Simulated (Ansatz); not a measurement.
# Nb under a change: isotropic strain +1.00 %

Start from Nb in the bcc (W type) structure (space group Im-3m, No. 229; a = 3.304 Å; relaxed with 0.1 eV smearing).

The change: the cell is scaled by 1.0100 in all directions, atoms relaxed at fixed cell.

Computed with r2SCAN (Ansatz, a program for electronic structure; PAW; 500 eV plane waves; no spin-orbit coupling). Settings: 28×28×28 k-points, 0.1 eV Fermi–Dirac smearing.

| quantity | base | changed | shift |
|---|---|---|---|
| space group | Im-3m (No. 229) | Im-3m (No. 229) | – |
| shortest interatomic distance | 2.862 Å | 2.890 Å | +0.0286 Å |
| energy relative to the base (free energy F) | 0 meV/atom | +8.6 meV/atom | +8.6 meV/atom |
| pressure | 0.0 GPa | -4.9 GPa | -4.9 GPa |
| band gap | zero | zero | – |

Cost of the whole job for the changed cell (relaxation, final SCF and bands): about 14 core-seconds (a rough figure).

No phonon test of stability was made. All final runs are without spin polarisation.
